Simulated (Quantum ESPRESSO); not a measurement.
Input and output of a self-consistent single point for TaNiAs (Pnma, 12 atoms in the cell) (Quantum ESPRESSO).

Method of the run: LDA (PZ), PSlibrary PAW (LDA) pseudopotentials (plane waves; Quantum ESPRESSO).

```
TaNiAs
1.0
    6.29053     0.00000     0.00000
    0.00000     3.70268     0.00000
    0.00000     0.00000     7.30167
Ta Ni As
4 4 4
Direct
  0.01935   0.25000   0.66146
  0.98065   0.75000   0.33854
  0.48065   0.75000   0.16146
  0.51935   0.25000   0.83854
  0.15731   0.25000   0.07244
  0.84269   0.75000   0.92756
  0.34269   0.75000   0.57244
  0.65731   0.25000   0.42756
  0.28611   0.25000   0.37619
  0.71389   0.75000   0.62381
  0.21389   0.75000   0.87619
  0.78611   0.25000   0.12381
```

Reference input (self-consistent single point, DFT, LDA (PZ), plane waves, PSlibrary PAW (LDA) pseudopotentials): ecutwfc = 50 Ry; ecutrho = 300 Ry; occupations = smearing; smearing = cold; degauss = 0.0147 Ry; K_POINTS = automatic 4 7 4 0 0 0; conv_thr = 1e-09 Ry; mixing_beta = 0.7. This run's input differs from it in these lines:

```diff
@@ -17,3 +17,3 @@
  smearing = 'cold',
- degauss = 0.0147,
+ degauss = 0.000734986,
 /
```

The program printed (abridged):

```
     Self-consistent Calculation

     iteration #  1     ecut=    50.00 Ry     beta= 0.70

     total energy              =   -4235.60004323 Ry
     estimated scf accuracy    <       3.18343730 Ry

     iteration #  2     ecut=    50.00 Ry     beta= 0.70

     total energy              =   -4225.31953927 Ry
     estimated scf accuracy    <     209.95739316 Ry

     iteration #  3     ecut=    50.00 Ry     beta= 0.70

     WARNING: integrated charge=   112.00060813, expected=   112.00000000

     total energy              =   -4238.00484293 Ry
     estimated scf accuracy    <       0.53212721 Ry

   [... 8 blocks of this kind left out ...]

     iteration # 12     ecut=    50.00 Ry     beta= 0.70

     total energy              =   -4238.00080427 Ry
     estimated scf accuracy    <          1.7E-09 Ry

     iteration # 13     ecut=    50.00 Ry     beta= 0.70
     End of self-consistent calculation

     the Fermi energy is    16.3784 ev

!    total energy              =   -4238.00080427 Ry
     estimated scf accuracy    <          5.0E-10 Ry
     smearing contrib. (-TS)   =      -0.00000473 Ry
     internal energy E=F+TS    =   -4238.00079954 Ry

     convergence has been achieved in  13 iterations

     Forces acting on atoms (cartesian axes, Ry/au):

     atom    1 type  1   force =     0.00109651   -0.00000000   -0.00156285
     atom    2 type  1   force =    -0.00109651   -0.00000000    0.00156285
     atom    3 type  1   force =    -0.00109651    0.00000000   -0.00156285
     atom    4 type  1   force =     0.00109651    0.00000000    0.00156285
     atom    5 type  2   force =     0.00497954    0.00000000    0.00123361
   [... lines left out ...]

     Total force =     0.015740     Total SCF correction =     0.000035

          total   stress  (Ry/bohr**3)                   (kbar)     P=     -100.30
  -0.00066548   0.00000000   0.00000000          -97.89        0.00        0.00
   0.00000000  -0.00073194   0.00000000            0.00     -107.67        0.00
   0.00000000   0.00000000  -0.00064812            0.00        0.00      -95.34

   JOB DONE.
```

The run converged in 13 iterations. Against the reference run the free energy is nearly the same (within 1 meV/atom), the pressure hardly changes (-10.04 to -10.03 GPa) and the largest force goes from 0.137 to 0.145 eV/Å. The full log also holds: “WARNING: integrated charge=   112.00060813, expected=   112.00000000”. The full log also holds: “WARNING: integrated charge=   111.99962679, expected=   112.00000000”.

The starting cell comes from a database of computed structures (which also holds hypothetical and non-ambient phases and stackings), without a prior relaxation at this level. Spin polarisation is off, so a magnetic state, if there is one, cannot be reached. With a pressure of about -10 GPa the cell is away from its equilibrium volume at this level.

Cost on one core of a shared machine: roughly 10 min.
